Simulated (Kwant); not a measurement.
Device: In0.53Ga0.47As/In0.52Al0.48As stack with 3 barriers. One parabolic valley. Leads of mass 0.041 mₑ with the band edge at 0; grid 0.1 nm; bias swept from 0.0208 to 0.43967 V, dropping linearly over the stack. Emitter Fermi level 0.031 eV, 77 K, equal in the collector.

```csv
layer,thickness (nm),band offset (eV),mass (mₑ)
1,1.4,0.52,0.075
2,8.1,0,0.041
3,1.4,0.52,0.075
4,8.1,0,0.041
5,1.4,0.52,0.075
```

The device is made up for the run: typed textbook-type constants, with dimensions and the other settings drawn at random.

Computed with Kwant: one-band effective-mass tight-binding model in one dimension, coherent, no space charge, current by the Tsu-Esaki formula.

**Question.** Tabulate J (A/cm²) against bias (V).

**Answer.** 
```tsv
bias (V)	J (A/cm²)
0.02080	1860
0.04698	5200
0.07316	5730
0.09934	4410
0.1255	8910
0.1517	17300
0.1779	28700
0.2041	39100
0.2564	2210
0.2826	2190
0.3088	3570
0.3350	7880
0.3611	15000
0.3873	13800
0.4135	4870
0.4397	2100
```
